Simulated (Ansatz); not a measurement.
## Convergence study of shifted k-point meshes for LaZn (P4mm, 2 atoms in the cell)

```xyz
2
Lattice="3.7675 0.0000 0.0000 0.0000 3.7675 0.0000 0.0000 0.0000 3.7675" Properties=species:S:1:pos:R:3 pbc="T T T"
La     0.0000     0.0000     0.0500
Zn     1.8837     1.8837     1.8837
```

Computed with PBEsol, default PAW files made with PBE (plane waves; Ansatz, a program for electronic structure).

Base settings: basis.ecutwfc = 420 eV; kpoints.mp_grid.grid = 9 9 9; hamiltonian.xc = pbesol; hamiltonian.pseudopotentials = {kind: paw} (the program's default PAW files); scf.occupations.method = gaussian; scf.occupations.width = 0.1 eV.

In this ladder: kpoints.mp_grid.shift = 0.5 0.5 0.5.

Only quantities that move along the ladder and can be compared are tabulated.

The count of work is k-points × plane waves × bands × iterations; it is no time. 

The starting cell comes from a database of computed structures (which also holds hypothetical and non-ambient phases and stackings), without a prior relaxation at this level. Its lattice was rescaled by up to half a per cent. One atom was moved a little off its site on purpose. Ansatz's pressure includes its estimate of the finite-basis (Pulay) stress.

| kpoints.mp_grid.grid | free energy less the last step's (meV/atom) | pressure (GPa) | largest difference of a force vector from the last step's (eV/Å) | count of work / last |
|---|---|---|---|---|
| 2 2 2 | 808.43 | -0.18 | 0.011 | 0.00065 |
| 3 3 3 | 146.49 | -2.44 | 0.028 | 0.0039 |
| 4 4 4 | 62.27 | -1.55 | 0.010 | 0.0033 |
| 5 5 5 | 19.51 | -2.75 | 0.005 | 0.010 |
| 6 6 6 | -0.97 | -2.99 | 0.001 | 0.010 |
| 7 7 7 | -5.74 | -3.14 | 0.001 | 0.022 |
| 8 8 8 | -8.41 | -3.07 | 0.001 | 0.022 |
| 9 9 9 | -4.70 | -2.98 | 0.005 | 0.042 |
| 10 10 10 | 0.34 | -2.82 | 0.001 | 0.042 |
| 11 11 11 | 0.07 | -2.85 | 0.002 | 0.070 |
| 13 13 13 | 1.54 | -2.84 | 0.001 | 0.11 |
| 14 14 14 | 0.93 | -2.89 | 0.000 | 0.11 |
| 15 15 15 | 0.31 | -2.89 | 0.000 | 0.16 |
| 17 17 17 | -0.38 | -2.91 | 0.001 | 0.23 |
| 19 19 19 | -0.13 | -2.89 | 0.000 | 0.31 |
| 21 21 21 | 0.13 | -2.89 | 0.000 | 0.40 |
| 23 23 23 | 0.21 | -2.89 | 0.000 | 0.52 |
| 26 26 26 | 0.02 | -2.89 | 0.000 | 0.66 |
| 29 29 29 | 0.00 | -2.89 | 0.000 | 1.0 |

Coarsest kpoints.mp_grid.grid that holds the pressure within 1 GPa of the last step, with all finer ones: 5 5 5, at 0.010 of the last step's count of work; the step before is off by 1.3 GPa.

Coarsest kpoints.mp_grid.grid that holds the forces within 0.02 eV/Å of the last step, with all finer ones: 4 4 4, at 0.0033 of the last step's count of work; the step before is off by 0.028 eV/Å.

Coarsest kpoints.mp_grid.grid that holds the free energy within 2 meV/atom of the last step, with all finer ones: 10 10 10, at 0.042 of the last step's count of work; the step before is off by 4.7 meV/atom.

Keys are those of Ansatz 0.2.
